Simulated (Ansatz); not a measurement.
The reference is BN in the zinc blende structure (space group F-43m, No. 216; a = 3.6097 Å). Axes: x, y, z lie along the cube axes.

Method: r2SCAN (Ansatz, a first-principles code; PAW; 500 eV plane waves; no spin-orbit coupling).

Before the change:

| Quantity | Value |
|---|---|
| Pressure | 0.00 GPa |
| Valence-band top at Γ | 0.00, 0.00, 0.00 eV |
| Band gap | 5.00 eV |

The change: compressive biaxial strain of 2.72 % in the plane normal to [110], as in epitaxy on a mismatched substrate; the out-of-plane cell vector and the atoms relax.

Problem. What happens to the pressure, valence-band top at Γ, band gap and ratio −ε⊥/ε∥?

Solution. The pressure (mean of the normal stresses, compression positive) goes from zero to 21.15 GPa; the valence-band top at Γ (three highest levels, from the VBM) goes from 0.00, 0.00, 0.00 eV to 0.00, -0.05, -0.26 eV; the band gap decreases by 0.33 eV, from 5.00 eV to 4.67 eV; the ratio −ε⊥/ε∥ amounts to 0.24.

Gaps are Kohn–Sham eigenvalue differences; semilocal functionals usually give less than the measured gap. No phonon test of stability was made.
